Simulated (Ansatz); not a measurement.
The reference is GaN in the zinc blende structure (space group F-43m, No. 216).

```yaml
crystal:
  lattice:
    - [0.00000, 2.27425, 2.27425]
    - [2.27425, 0.00000, 2.27425]
    - [2.27425, 2.27425, 0.00000]
  atoms:
    - { symbol: Ga, position: [0.00000, 0.00000, 0.00000] }
    - { symbol: N, position: [0.25000, 0.25000, 0.25000] }
```

Calculations: PBE (Ansatz, a program for electronic structure), no spin-orbit coupling.

Strains are applied to the cell and any free atomic positions relax.

One change was made to it. Results:

```json
[
 {"quantity": "electron mass", "base": "0.14 mₑ (at Γ)", "after": "0.12 mₑ (at Γ)"},
 {"quantity": "width of the top valence band", "base": "3.50 eV", "after": "3.30 eV"}
]
```

Q: What was done to the base?
(A) isotropic strain +3.00 %
(B) isotropic strain +1.50 %
(C) isotropic strain −2.50 %
(D) isotropic strain +0.50 %

A: B, isotropic strain +1.50 %. For comparison, the electron mass in the other runs: isotropic strain +0.50 % gives 0.13 mₑ (at Γ); isotropic strain +3.00 % gives 0.095 mₑ (at Γ); isotropic strain −2.50 % gives 0.18 mₑ (at Γ).

The levels and masses belong to the bands next to the band gap. Masses are band curvatures over ±0.01 Å⁻¹ around the edge. Stability against distortions was not tested. This is not the structure that GaN has at room temperature and ambient pressure.
